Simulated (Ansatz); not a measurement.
## A computed series for WSe2: pressure series

Start from WSe2 (space group P6_3/mmc, No. 194; a = 3.230 Å, c = 12.411 Å; layered, stacked along the Cartesian z axis).

Cell and atoms are relaxed at each pressure.

Method: PBEsol-D3(BJ) (Ansatz, a program for electronic structure), no SOC.

```json
[
 {"variant": "base", "band gap": "0.67 eV", "density": "10.12 g/cm³", "shortest interatomic distance": "4.745 bohr", "smallest direct gap": "1.65 eV"},
 {"variant": "pressure −2 GPa", "band gap": "0.80 eV", "density": "9.78 g/cm³", "shortest interatomic distance": "4.758 bohr", "smallest direct gap": "1.62 eV"},
 {"variant": "pressure −1 GPa", "band gap": "0.73 eV", "density": "9.96 g/cm³", "shortest interatomic distance": "4.751 bohr", "smallest direct gap": "1.65 eV"},
 {"variant": "pressure 0.3 GPa", "band gap": "0.66 eV", "density": "10.16 g/cm³", "shortest interatomic distance": "4.743 bohr", "smallest direct gap": "1.63 eV"},
 {"variant": "pressure 0.7 GPa", "band gap": "0.64 eV", "density": "10.22 g/cm³", "shortest interatomic distance": "4.741 bohr", "smallest direct gap": "1.60 eV"},
 {"variant": "pressure 1.5 GPa", "band gap": "0.60 eV", "density": "10.32 g/cm³", "shortest interatomic distance": "4.736 bohr", "smallest direct gap": "1.54 eV"},
 {"variant": "pressure 3 GPa", "band gap": "0.54 eV", "density": "10.50 g/cm³", "shortest interatomic distance": "4.727 bohr", "smallest direct gap": "1.44 eV"},
 {"variant": "pressure 5 GPa", "band gap": "0.47 eV", "density": "10.71 g/cm³", "shortest interatomic distance": "4.716 bohr", "smallest direct gap": "1.33 eV"},
 {"variant": "pressure 7.5 GPa", "band gap": "0.39 eV", "density": "10.95 g/cm³", "shortest interatomic distance": "4.703 bohr", "smallest direct gap": "1.20 eV"},
 {"variant": "pressure 10 GPa", "band gap": "0.31 eV", "density": "11.16 g/cm³", "shortest interatomic distance": "4.692 bohr", "smallest direct gap": "1.09 eV"}
]
```

With W present, leaving out spin-orbit coupling can change the band edges. Load acts through the strain it causes; cell and atoms are relaxed under it. Stability against distortions was not tested. No other phases were tried under pressure.
